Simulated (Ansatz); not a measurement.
The starting structures come from a database of crystals and need not be the phases stable at ambient conditions.

**Evanescent states of KAsF$_{6}$ (R-3, not sure to be the ambient phase, 8 atoms a cell, 13.8 Å³ an atom, 2 GPa at this level) along the normal of (101)**

All values below come from PBEsol (plane waves, PAW; Ansatz, a program for electronic structure).

The gap is the functional's own. No spin-orbit coupling. Mid-gap values are interpolated on the energy grid.

Energies count from the valence-band top; κ is the least over a 6×6 mesh across the current.

```
E (eV)  κ (1/Å)  where
------  -------  -----
0.12      0.377      Γ
0.38      0.455      Γ
0.62      0.481      Γ
0.88      0.501      Γ
1.12      0.516      Γ
1.38      0.527      Γ
1.62      0.535      Γ
1.88      0.539      Γ
2.12      0.540      Γ
2.38      0.539      Γ
2.62      0.534      Γ
2.88      0.527      Γ
3.12      0.516      Γ
3.38      0.503      Γ
3.62      0.486      Γ
3.88      0.464      Γ
4.12      0.438      Γ
4.38      0.405      Γ
4.62      0.363      Γ
4.88      0.308      Γ
5.12      0.227      Γ
5.38      0.016      Γ
```

How thick must the barrier be to attenuate the transmission by 10^4 when the electrodes' Fermi level lies at 0.38 eV, and what attenuation does that film give at 0.12 eV?

d = 4 ln 10 / (2 × 0.455) = 10.1 Å. At 0.12 eV it gives 4 × 0.377/0.455 = 3.3 decades.
